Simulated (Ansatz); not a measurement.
Lattice constant a of Ag (model structure, P6/mmm, No. 191, 7 atoms in the cell) at several levels of theory

No measured value is used here.

Task: Put these levels in order of the lattice constant a that they give for Ag (model structure, P6/mmm, No. 191, 7 atoms in the cell), smallest first: PBE (Ansatz, a program for electronic structure), PBEsol (Ansatz), r²SCAN (Ansatz).

Result: PBEsol (5.262 Å), r²SCAN (5.328 Å), PBE (5.386 Å)

Cutoffs differ between the levels. Ansatz's density-functional and Hartree–Fock values are scalar-relativistic unless marked +SOC, with PAW data made under PBE.

A model structure was made by putting elements into a prototype or built by hand; it is no filed structure, need not be a known phase, and can be a saddle point held by its symmetry.
